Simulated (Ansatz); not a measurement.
Start from Na in the bcc (W type) structure (space group Im-3m, No. 229; a = 4.173 Å; relaxed with 0.1 eV smearing).

Calculations: Ansatz (a program for electronic structure) PBEsol, without spin-orbit coupling.

Base values:

- Pressure: 0.0 GPa

Modification: the cell is scaled by 1.0200 in all directions; the atoms relax in the strained cell.

Problem. What does the calculation give for the pressure and energy relative to the base after the change?

Solution. The pressure goes from zero to -0.4 GPa; the energy rises by 3.0 meV/atom.

No phonon test of stability was made.
